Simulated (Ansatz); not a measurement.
The parent structure is La2O3 (space group P-3m1, No. 164; a = 3.935 Å, c = 6.126 Å). Axes: x lies along a and z along c of the hexagonal cell.

Level of theory: plane-wave PAW DFT at the r2SCAN level (Ansatz, a program for electronic structure, 500 eV), no SOC.

Base values:

```
Property                        Result
-----------------------------  -------
Shortest interatomic distance  2.366 Å
```

Modification: uniaxial strain ε_xx = +0.37 %, all other strain components held at zero, atoms relaxed at fixed cell.

Question: Predict the new stress and shortest interatomic distance.

Answer: The stress (xx, yy, zz, yz, xz, xy; compression positive) amounts to (-0.78, -0.46, -0.31, -0.12, 0.00, 0.00) GPa; the shortest interatomic distance increases by 0.004 Å, from 2.366 Å to 2.370 Å.

No phonon test of stability was made.
